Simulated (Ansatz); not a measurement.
**IrO2 with two functionals, pressure −2 GPa**

Base system: IrO₂ in the rutile structure (space group P4_2/mnm, No. 136; a = 4.529 Å, c = 3.180 Å).

(Cell as relaxed with PBE.)

Levels (all Ansatz, a quantum-chemistry and plane-wave program, PAW, earlier PAW set): PBE (420 eV, no spin-orbit coupling); PBEsol (420 eV, no SOC).

Each level relaxes its own structure.

| base | PBE | PBEsol |
|---|---|---|
| volume per atom | 10.87 Å³ | 10.51 Å³ |
| lattice parameter a | 4.529 Å | 4.472 Å |
| band gap | zero | zero |

The change: hydrostatic tension (pressure −2 GPa).

| quantity | PBE | PBEsol |
|---|---|---|
| c/a ratio | 0.701 | 0.704 |
| shortest interatomic distance | 1.982 Å | 1.958 Å |

PBE's c/a ratio lies 0.003 below PBEsol's; PBE's shortest interatomic distance lies 0.024 Å above PBEsol's (1.2 %). Neither level is exact; PBEsol is the comparison here, not a measurement.

Load acts through the strain it causes; cell and atoms are relaxed under it. Stability against distortions was not tested. No Hubbard U is applied, and correlation can decide whether such a compound is a metal. The final runs are not spin-polarised.
